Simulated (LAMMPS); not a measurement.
MD of SiC (zinc blende) at zero pressure, 1000 atoms, as a crystal; each row is its own run.

Method: classical MD, pair style tersoff, file SiC_Erhart-Albe.tersoff, run in LAMMPS.

| T (K) | enthalpy (eV/atom) |
|---|---|
| 200 | -6.2872 |
| 300 | -6.2616 |
| 1740 | -5.8931 |
| 2180 | -5.7743 |
| 2610 | -5.6572 |
| 3040 | -5.5384 |
| 3480 | -5.4088 |

Question: Fit a straight line, y = a + b x, to these rows (x is the first column, y the second) and predict the run at x = 1300.

Answer: Least squares gives a = -6.3456 and b = 0.0002656. At x = 1300 the fit predicts -6.0003 eV/atom. The run itself gave -6.0079 ± 0.0005 eV/atom, so the fit is 7.6 meV/atom high.

Caution (rows 200; 300): nuclei are classical, which matters for such light atoms.

Caution (rows 1300; 1740; 2180; 2610; 3040; 3480): a run this short can hold a crystal over, or a liquid under, the potential's own melting point, which these runs don't give.
